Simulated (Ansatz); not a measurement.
**Pressure series in Au**

Consider Au in the fcc (Cu type) structure (space group Fm-3m, No. 225; a = 4.083 Å).

Cell and atoms are relaxed at each pressure.

Calculations: Ansatz (a first-principles code), PBEsol, PAW, cutoff 420 eV, spin-orbit coupling left out.

Notes on the quantities. enthalpy: H = E + PV relative to the base's energy.

```json
[
 {"case": "base", "enthalpy": "–", "shortest interatomic distance": "2.887 Å"},
 {"case": "pressure −2 GPa", "enthalpy": "-0.21 eV/atom", "shortest interatomic distance": "…"},
 {"case": "pressure −1 GPa", "enthalpy": "-0.11 eV/atom", "shortest interatomic distance": "2.893 Å"},
 {"case": "pressure 0.9 GPa", "enthalpy": "+0.10 eV/atom", "shortest interatomic distance": "…"},
 {"case": "pressure 2.1 GPa", "enthalpy": "+0.22 eV/atom", "shortest interatomic distance": "2.876 Å"},
 {"case": "pressure 4.5 GPa", "enthalpy": "+0.47 eV/atom", "shortest interatomic distance": "2.864 Å"},
 {"case": "pressure 9 GPa", "enthalpy": "+0.93 eV/atom", "shortest interatomic distance": "2.844 Å"},
 {"case": "pressure 15 GPa", "enthalpy": "+1.54 eV/atom", "shortest interatomic distance": "2.820 Å"},
 {"case": "pressure 22.5 GPa", "enthalpy": "+2.27 eV/atom", "shortest interatomic distance": "2.795 Å"},
 {"case": "pressure 30 GPa", "enthalpy": "+2.98 eV/atom", "shortest interatomic distance": "…"}
]
```

Question: Fill in the withheld entries from the trend.

Answer: 
- pressure −2 GPa, shortest interatomic distance: 2.899 Å
- pressure 0.9 GPa, shortest interatomic distance: 2.883 Å
- pressure 30 GPa, shortest interatomic distance: 2.773 Å

Load acts through the strain it causes; cell and atoms are relaxed under it. Stability against distortions was not tested. No other phases were tried under pressure.
